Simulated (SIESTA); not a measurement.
# Several settings converged on Ga (Cm, 4 atoms in the cell)

```xyz
4
Lattice="2.2487 -3.8108 0.0000 2.2487 3.8108 0.0000 0.0000 0.0000 4.5073" Properties=species:S:1:pos:R:3 pbc="T T T"
Ga     2.2487     2.6302     4.1923
Ga     2.2487     1.1806     1.8886
Ga     2.2487    -1.1806     2.6188
Ga     2.2487    -2.6302     0.3651
```

Base method: GGA PBEsol, numerical atomic orbitals TZP, PseudoDojo PBEsol standard norm-conserving potentials (rewritten from UPF to PSML) (SIESTA).

Base settings: XC.functional = GGA; XC.authors = PBEsol; potentials = PseudoDojo PBEsol standard; PAO.BasisSize = TZP; PAO.EnergyShift = 0.01 Ry; MeshCutoff = 300 Ry; kgrid.MonkhorstPack = 4 4 4; OccupationFunction = MP; OccupationMPOrder = 0; ElectronicTemperature = 100 meV.

**Shifted k-point meshes**

Only quantities that move along the ladder and can be compared are tabulated.

| kgrid.MonkhorstPack | free energy less the last step's (meV/atom) | pressure (GPa) | largest difference of a force vector from the last step's (eV/Å) |
|---|---|---|---|
| 2 2 1 shifted by 0.5 0.5 0.5 | -565.37 | -5.67 | 0.500 |
| 3 3 2 shifted by 0.5 0.5 0.5 | -28.76 | 0.04 | 0.423 |
| 4 4 3 shifted by 0.5 0.5 0.5 | -1.31 | -0.66 | 0.143 |
| 5 5 4 shifted by 0.5 0.5 0.5 | 1.84 | -0.76 | 0.076 |
| 12 12 11 shifted by 0.5 0.5 0.5 | 0.00 | -0.43 | 0.000 |

Coarsest kgrid.MonkhorstPack that holds the forces within 0.02 eV/Å: not settled: the last two steps still differ by 0.076 eV/Å, over half the tolerance, so the ladder does not show it.

Coarsest kgrid.MonkhorstPack that holds the pressure within 1 GPa of the last step, with all finer ones: 3 3 2 shifted by 0.5 0.5 0.5; the step before is off by 5.2 GPa.

Coarsest kgrid.MonkhorstPack that holds the free energy within 5 meV/atom of the last step, with all finer ones: 4 4 3 shifted by 0.5 0.5 0.5; the step before is off by 29 meV/atom.

**The k-point mesh at a smearing width of 0.05 eV**

In this ladder: ElectronicTemperature = 50 meV.

The second cell is the first with its lattice scaled by 0.98.

Only quantities that move along the ladder and can be compared are tabulated.

```tsv
kgrid.MonkhorstPack	free energy less the last step's (meV/atom)	energy of the compressed cell less the first (meV/atom)	pressure (GPa)	largest difference of a force vector from the last step's (eV/Å)
3 3 3	-3.11	4.99	-0.42	0.154
5 5 4	-21.04	3.03	-0.56	0.049
6 6 6	0.67	4.45	-0.47	0.045
8 8 7	2.49	4.47	-0.42	0.065
11 11 10	0.00	4.82	-0.41	0.000
```

Coarsest kgrid.MonkhorstPack that holds the free energy within 5 meV/atom of the last step, with all finer ones: 6 6 6; the step before is off by 21 meV/atom.

Coarsest kgrid.MonkhorstPack that holds the pressure within 0.05 GPa of the last step, with all finer ones: 8 8 7; the step before is off by 0.07 GPa.

Coarsest kgrid.MonkhorstPack that holds the energy of the compressed cell less the first within 1 meV/atom of the last step, with all finer ones: 6 6 6; the step before is off by 1.8 meV/atom.

**The SCF threshold**

In this ladder: SCF.DM.Tolerance = default; SCF.DM.Converge = false; SCF.H.Converge = false; SCF.FreeE.Converge = true.

The mesh stays at the base's, so the ladder's end is converged at best in this setting alone.

Only quantities that move along the ladder and can be compared are tabulated.

```csv
SCF.FreeE.Tolerance,free energy less the last step's (meV/atom),largest difference of a force vector from the last step's (eV/Å)
1.0E-01 eV,0.76,0.044
1.0E-03 eV,0.00,0.001
1.0E-05 eV,0.00,0.001
1.0E-07 eV,0.00,0.000
1.0E-12 eV,0.00,0.000
```

Coarsest SCF.FreeE.Tolerance that holds the forces within 0.01 eV/Å of the last step, with all finer ones: 1.0E-03 eV; the step before is off by 0.044 eV/Å.

Coarsest SCF.FreeE.Tolerance that holds the free energy within 0.5 meV/atom of the last step, with all finer ones: 1.0E-03 eV; the step before is off by 0.76 meV/atom.

On the base run: the starting cell has typed, rounded lattice constants, without a prior relaxation at this level. Its lattice was rescaled by up to half a per cent. One atom was moved a little off its site on purpose. Values carry the incompleteness of an atom-centred basis. Without a gap this mesh is coarse (it stands for a supercell whose shortest vector is 18 Å).
